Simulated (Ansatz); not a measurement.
Mg2Sn, pressure series

The parent structure is Mg2Sn (space group Fm-3m, No. 225; a = 6.816 Å).

Cell and atoms are relaxed at each pressure.

Method: PBE, PAW, 420 eV (Ansatz, a quantum-chemistry and plane-wave program; scalar-relativistic without spin-orbit coupling).

```
pressure (GPa)  volume per atom (Å³/atom)
--------------  -------------------------
-2                                 27.900
-1                                 27.086
0                                  26.390
0.9                                25.841
2.1                                25.190
4.5                                     ?
9                                  22.523
15                                 20.999
30                                 18.533
```

Q: Fit the third-order Birch–Murnaghan form P(V) = (3B₀/2)[(V₀/V)^(7/3) − (V₀/V)^(5/3)]·[1 + (3/4)(B₀′ − 4)((V₀/V)^(2/3) − 1)] (squares taken in P) to the rows shown and predict the withheld row.

A: Least squares on the printed values gives V₀ = 26.397 Å³/atom, B₀ = 40.9 GPa, B₀′ = 4.1; this predicts 24.096 Å³/atom, and the run gives 24.088 Å³/atom, 0.008 lower.

Load acts through the strain it causes; cell and atoms are relaxed under it. Whether these cells are dynamically stable was not tested. Competing high-pressure phases were not computed.
